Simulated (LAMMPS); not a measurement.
LAMMPS 22 Jul 2025, classical MD, EDIP (Si.edip): Si, 1728 atoms.

- task = MD, nve
- potential = EDIP, Si.edip
- copies of the repeat unit = 6×6×6
- shape (slab and sphere leave vacuum in the box) = bulk
- steps = 2000
- timestep = 1 fs
- thermo = 50
- newton = on (default)
- atom_modify sort (bins of 2 Å where set) = 1000 (default)
- comm_style = brick (default)
- box = 32.6 × 32.6 × 32.6 Å
- start = generated diamond lattice, warmed in an untimed run

All runs start from one configuration, warmed at this fixed volume for 1000 steps under a thermostat at 600 K. The run at a skin of 2 Å has a mean temperature of 592 K and a mean pressure of 0.2 GPa.

Single runs; times are not shown.

With neigh_modify every 1 delay 0 check yes, skins of 0.1, 0.3, 0.5, 1, 1.5, 2, 3 Å were run. Further schedules:
- skin 1 Å, every 1 delay 10 check yes
- skin 0.3 Å, every 100 delay 0 check no
- skin 1 Å, every 10 delay 0 check yes
- skin 2 Å, every 10 delay 0 check yes
- skin 2 Å, every 20 delay 0 check no
- skin 1 Å, every 100 delay 0 check no
- skin 2 Å, every 100 delay 0 check no

A schedule rebuilds too seldom if it shows a dangerous build, rebuilds less often than the check at every step does at that skin, or fails.

### Question
Name the settings that rebuild less often than the motion of the atoms asks.

### Answer
With the check at every step the rebuilds are 639 at 0.1 Å, 221 at 0.3 Å, 131 at 0.5 Å, 46 at 1 Å, 0 at 1.5 Å, 0 at 2 Å, 0 at 3 Å. Too seldom: skin 0.3 Å, every 100 delay 0 check no; skin 1 Å, every 10 delay 0 check yes; skin 1 Å, every 100 delay 0 check no.

```csv
setting,rebuilds,dangerous builds,list entries an atom,change of the total energy (meV/atom)
"skin 0.1 Å, every 1 delay 0 check yes",639,—,4.00,under 0.001
"skin 0.3 Å, every 1 delay 0 check yes",221,—,4.00,under 0.001
"skin 0.5 Å, every 1 delay 0 check yes",131,—,4.15,under 0.001
"skin 1 Å, every 1 delay 0 check yes",46,—,16.0,under 0.001
"skin 1.5 Å, every 1 delay 0 check yes",0,—,26.2,under 0.001
"skin 2 Å, every 1 delay 0 check yes",0,—,28.0,under 0.001
"skin 3 Å, every 1 delay 0 check yes",0,—,45.6,under 0.001
"skin 1 Å, every 1 delay 10 check yes",46,0,16.0,under 0.001
"skin 0.3 Å, every 100 delay 0 check no",20,not counted,4.00,under 0.001
"skin 1 Å, every 10 delay 0 check yes",41,0,16.0,under 0.001
"skin 2 Å, every 10 delay 0 check yes",0,0,28.0,under 0.001
"skin 2 Å, every 20 delay 0 check no",100,not counted,28.0,under 0.001
"skin 1 Å, every 100 delay 0 check no",20,not counted,16.0,under 0.001
"skin 2 Å, every 100 delay 0 check no",20,not counted,28.0,under 0.001
```

Where the energy changes as in the checked runs, the late rebuilds cost nothing that shows in this run. List entries are as LAMMPS prints them (Ave neighs/atom).
